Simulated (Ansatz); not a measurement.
Base system: Ru in the hcp (Mg type) structure (space group P6_3/mmc, No. 194; a = 2.722 Å, c = 4.294 Å; relaxed with 0.1 eV smearing).

The values are results of PBE (Ansatz, a first-principles code), no spin-orbit coupling, not measurements.

Before the change:

* **Pressure**: 0.0 GPa
* **Band gap**: zero

Perturbation: an isotropic linear strain of +3.00 %; the atoms relax in the strained cell.

### Question
How does this affect the energy relative to the base, pressure and band gap?

### Answer
The energy grows by 97 meV/atom; the pressure (mean of the normal stresses, compression positive) goes from zero to -22.2 GPa; the band gap is still zero.

Whether these cells are dynamically stable was not tested. All final runs are without spin polarisation.
